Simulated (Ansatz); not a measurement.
The starting structures come from a database of crystals and need not be the phases stable at ambient conditions.

By PBEsol, the system below comes out a metal.

Without scattering a metal conducts by its projected Fermi surface.

Consider the following.

```yaml
crystal:
  lattice:
    - [4.30805, -0.08800, 0.05409]
    - [0.12572, 4.30711, 0.05409]
    - [0.86585, 0.82393, 5.91252]
  atoms:
    - { symbol: Bi, position: [0.21871, 0.21871, 0.77024] }
    - { symbol: Bi, position: [0.78129, 0.78129, 0.22976] }
    - { symbol: Se, position: [0.27715, 0.27715, 0.26673] }
    - { symbol: Se, position: [0.72285, 0.72285, 0.73327] }
```

Space group of this cell: C2/m. The cell was relaxed by PBE-D3(BJ).

The current flows along the normal of the first two printed cell vectors. No spin-orbit coupling; the value is a mean over 0.1 eV about the Fermi level.

Problem. Estimate the ballistic conductance per area that Ansatz (a quantum-chemistry and plane-wave program) with PBEsol returns for this system.

Solution. 0.55 × 10¹⁵ S/m² for both spins.
